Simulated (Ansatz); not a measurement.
Base system: PdCl$_{2}$ in the fluorite structure (space group Fm-3m, No. 225; a = 6.321 Å; ferromagnetic; a hypothetical phase, not in the database extracts checked; relaxed with 0.1 eV smearing). Axes: x, y, z lie along the cube axes.

The values are results of Ansatz (a quantum-chemistry and plane-wave program) PBE, scalar-relativistic without spin-orbit coupling, not measurements.

The change: uniaxial strain ε_zz = −3.02 %, all other strain components held at zero; the atoms relax in the strained cell.

Predict the stress tensor and what it implies for the stiffness.

Stress of the strained cell less that of the base (GPa, compression positive):
```
    0.9     0.0     0.0
    0.0     0.9     0.0
    0.0     0.0     3.8
```

Then −Δσ_ii/ε with ε = -0.0302 gives secant stiffness values (nonlinear terms included at this strain): C33 ≈ 126 GPa, C13 ≈ 30 GPa and C23 ≈ 30 GPa.

As a check, the harmonic strain energy −½ V₀ Δσ:ε is 7.5 meV/atom; the computed energy rise is 7.3 meV/atom.

The magnetic state is the one reached from the starting moments; the real material's order can differ, and small cells can't hold many antiferromagnetic ones. Whether these cells are dynamically stable was not tested. No Hubbard U is applied, and correlation can decide whether such a compound is a metal.
